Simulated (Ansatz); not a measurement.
Cost and result by functional for the surface energy of the (21-32) surface of hcp Sc in its 1x1 cell, outermost plane spacing 0.33 Å in the ideal cut, in Ansatz (plane waves, PAW). Single points on the PBE structure, on one kind of machine; costs are rough ratios of the slab run's core time (references not counted) to the cheapest single point. r2SCAN's cost holds its higher cutoff (500 against 420 eV). Differences are taken against r2SCAN for comparison alone: no measured value is at hand, so the table doesn't rank accuracy.

Slab: 22 atoms, 10.4 Å thick at the start (thin: gaps and levels are the slab's own); k 7x5x1, smearing 0.1 eV, dipole-corrected; all atoms relaxed; held to the start's symmetry, so lower structures may exist; no spin, no spin-orbit, no U. These notes are the PBE run's.

| functional | relative cost | surface energy (J/m²) | less r2SCAN (J/m²) |
|---|---|---|---|
| PBEsol | 1 | 1.46 | 0.01 |
| RPBE | 1 | 1.26 | -0.19 |
| LDA | 1 | 1.50 | 0.05 |
| r2SCAN | 2 | 1.45 | 0.00 |
| PBE (the relaxed run's value) | – | 1.35 | -0.10 |

The values span 0.24 J/m², while the single points' costs differ by a factor of roughly 2. Differences are of unrounded values.

Ansatz is a quantum-chemistry and plane-wave program.
